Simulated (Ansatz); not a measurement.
**Hypothetical P4_2/mnm InP, carrier doping**

Take InP (space group P4_2/mnm, No. 136; a = 7.175 Å, c = 4.163 Å; a hypothetical phase, not in the database extracts checked) as the base.

Carriers are added at fixed cell with a uniform background; the Fermi–Dirac width is that of 300 K.

The values are results of PBEsol in Ansatz (plane waves to 420 eV, PAW, no spin-orbit coupling), not measurements.

Notes on the quantities. Fermi level from band edge: Fermi level relative to the doped band's edge (positive inside the band; to 0.05 eV).

| case | Fermi level from band edge | largest internal atomic displacement | gap between the host's bands |
|---|---|---|---|
| undoped | – | – | 0.71 eV |
| electrons 2.0×10^21 cm⁻³ | +1.00 eV | 0.011 Å | 0.70 eV |
| electrons 5.0×10^21 cm⁻³ | +1.15 eV | 0.022 Å | 0.68 eV |
| electrons 7.0×10^21 cm⁻³ | +1.30 eV | 0.032 Å | 0.66 eV |
| electrons 1.0×10^22 cm⁻³ | +1.40 eV | 0.060 Å | 0.63 eV |
| holes 2.0×10^21 cm⁻³ | +0.35 eV | – | 0.75 eV |
| holes 5.0×10^21 cm⁻³ | +0.60 eV | 0.023 Å | 0.81 eV |
| holes 7.0×10^21 cm⁻³ | +0.65 eV | 0.037 Å | 0.84 eV |
| holes 1.0×10^22 cm⁻³ | +0.80 eV | 0.078 Å | 0.87 eV |

Charged cell with a jellium background: band edges are those of the host's band count, energies are not comparable with the neutral cell, and many-body gap narrowing is missing. Whether these cells are dynamically stable was not tested.

Ansatz is a first-principles code.
